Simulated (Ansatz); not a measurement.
An ideal cubic perovskite cell is held by its symmetry; such compounds can tilt or shift off centre at room temperature. The starting structures come from a database of crystals and need not be the phases stable at ambient conditions.

 Where the default PAW files enter, the runs use the earlier of Ansatz's two default sets.

Evanescent states of CsCdCl3 (Pm-3m, cubic perovskite, not sure to be the ambient phase, 5 atoms a cell, 29.2 Å³ an atom) along the normal of (111)

These are r2SCAN (plane waves, PAW; Ansatz, an electronic-structure program) values and carry that method's errors.

The gap is the functional's own, uncorrected, and κ follows it; spin-orbit coupling is left out. Mid-gap values are interpolated between the computed energies.

Energies count from the valence-band top; κ is the least over a 6×6 mesh across the current.

```csv
E (eV),κ (1/Å),where
0.07,0.100,Γ
0.20,0.164,Γ
0.33,0.205,Γ
0.46,0.236,Γ
0.58,0.244,Γ
0.71,0.247,Γ
0.84,0.248,Γ
0.97,0.247,Γ
1.10,0.244,Γ
1.24,0.239,Γ
1.36,0.233,Γ
1.50,0.225,Γ
1.62,0.215,Γ
1.75,0.202,Γ
1.89,0.187,Γ
2.02,0.168,Γ
2.15,0.145,Γ
2.27,0.115,Γ
2.40,0.068,Γ
```

Problem. How thick must the barrier be to attenuate the transmission by 10^6 when the electrodes' Fermi level lies at 1.10 eV, and what attenuation does that film give at 1.36 eV?

Solution. d = 6 ln 10 / (2 × 0.244) = 28.3 Å. At 1.36 eV it gives 6 × 0.233/0.244 = 5.7 decades.
